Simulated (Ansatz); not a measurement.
**Habitual settings against a tight run: BaCa₃ (P6_3/mmc, 8 atoms in the cell)**

Self-consistent single point.

```xyz
8
Lattice="8.1129 0.0000 0.0000 -4.0565 7.0260 0.0000 0.0000 0.0000 6.5915" Properties=species:S:1:pos:R:3 pbc="T T T"
Ba     4.0565     2.3420     1.6479
Ba     0.0000     4.6840     4.9436
Ca     1.9653     1.1347     4.9436
Ca     2.0912     5.8913     1.6479
Ca     0.0000     2.2693     1.6479
Ca     4.0565     4.7567     4.9436
Ca     6.1476     1.1347     4.9436
Ca    -2.0912     5.8913     1.6479
```

Computed with PBEsol, default PAW files made with PBE (plane waves; Ansatz, a first-principles code).

Base settings: basis.ecutwfc = 420 eV; kpoints.mp_grid.grid = 5 5 5; hamiltonian.xc = pbesol; hamiltonian.pseudopotentials = {kind: paw} (the program's default PAW files); scf.occupations.method = methfessel_paxton; scf.occupations.width = 0.272 eV.

Tight run (finer mesh or higher cutoff; not a proven limit): basis.ecutwfc: 420 eV → 590 eV; kpoints.mp_grid.grid: 5 5 5 → 7 7 7; scf.convergence.dr2_threshold: default (1e-07 eV) → 1e-09 eV. It gave Fermi level (on the code's own zero) 5.24 eV; pressure -0.57 GPa; largest force (vector length) 0.064 eV/Å.

Quick runs, as changes from the base:
- A: the base itself
- B: kpoints.mp_grid.grid: 5 5 5 → 4 4 4; scf.convergence.dr2_threshold: default (1e-07 eV) → 0.0001 eV
- C: basis.ecutwfc: 420 eV → 295 eV; kpoints.mp_grid.grid: 5 5 5 → 4 4 4; scf.convergence.dr2_threshold: default (1e-07 eV) → 0.0001 eV
- D: basis.ecutwfc: 420 eV → 335 eV; kpoints.mp_grid.grid: 5 5 5 → 6 6 6; hamiltonian.xc: pbesol → lda; scf.occupations.method: methfessel_paxton → cold; scf.occupations.width: 0.272 eV → 0.5 eV; scf.convergence.dr2_threshold: default (1e-07 eV) → 0.0001 eV [LDA (PW92)]
- E: basis.ecutwfc: 420 eV → 210 eV; kpoints.mp_grid.grid: 5 5 5 → 4 4 4; scf.occupations.method: methfessel_paxton → cold
- F: basis.ecutwfc: 420 eV → 210 eV; kpoints.mp_grid.grid: 5 5 5 → 2 2 2; scf.occupations.method: methfessel_paxton → gaussian; scf.occupations.width: 0.272 eV → 0.2 eV

Energies are extrapolated to zero smearing width, which holds to low order in the width alone.

Dashes: energy of D, another energy zero.

† marks runs with another functional, U, potentials or spin treatment: their distance from the tight run is not a convergence error alone.

The count of work is k-points × plane waves × bands × iterations; it is no time. 

Pressures in the table are Ansatz's without its Pulay estimate, at a fixed set of plane waves; the tight run's value above holds the estimate.

The starting cell comes from a database of computed structures (which also holds hypothetical and non-ambient phases and stackings), without a prior relaxation at this level. Its lattice was rescaled by a random factor within 2.5 % of one.

| run | energy less tight (meV/atom) | pressure less tight (GPa) | largest miss in a force vector (eV/Å) | count of work / tight |
|---|---|---|---|---|
| A | -0.7 | 0.02 | 0.006 | 0.22 |
| B | 0.1 | 0.01 | 0.013 | 0.13 |
| C | 20.9 | -0.66 | 0.014 | 0.074 |
| D† | – | -0.98 | 0.021 | 0.17 |
| E | 779.1 | -13.82 | 0.007 | 0.064 |
| F | 759.5 | -13.70 | 0.013 | 0.021 |

Among the runs at the tight run's level, the energy misses run from 0.1 to 779.1 meV/atom.

Keys are those of Ansatz 0.2.
